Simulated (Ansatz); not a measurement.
## Pt, response to strain

Start from Pt in the fcc (Cu type) structure (space group Fm-3m, No. 225; a = 3.895 Å; relaxed with 0.1 eV smearing).

Strains are applied to the cell and any free atomic positions relax.

Calculations: LDA in Ansatz (plane waves to 420 eV, PAW, without spin-orbit coupling).

Notes on the quantities. energy relative to the base: free energy F.

| variant | volume per atom | pressure | energy relative to the base |
|---|---|---|---|
| base | 14.78 Å³ | 0.0 GPa | 0 meV/atom |
| isotropic strain −2.50 % | 13.70 Å³ | 28.4 GPa | +88 meV/atom |
| isotropic strain −2.00 % | 13.91 Å³ | 21.7 GPa | +55 meV/atom |
| isotropic strain −1.50 % | 14.12 Å³ | 15.6 GPa | +30 meV/atom |
| isotropic strain −1.00 % | 14.34 Å³ | 10.0 GPa | +13 meV/atom |
| isotropic strain +1.00 % | 15.22 Å³ | -8.4 GPa | +12 meV/atom |
| isotropic strain +1.50 % | 15.45 Å³ | -12.1 GPa | +27 meV/atom |
| isotropic strain +2.00 % | 15.68 Å³ | (withheld) | (withheld) |
| isotropic strain +2.50 % | 15.91 Å³ | -18.5 GPa | +71 meV/atom |
| isotropic strain +3.00 % | 16.15 Å³ | -21.3 GPa | +100 meV/atom |

Question: What belongs in the blanks?

Answer: 
- isotropic strain +2.00 %, pressure: -15.5 GPa
- isotropic strain +2.00 %, energy relative to the base: +47 meV/atom

No phonon test of stability was made. The final runs are not spin-polarised. Pt lies near a magnetic instability that expansion can trigger; it was not tested.

Ansatz is a program for electronic structure.
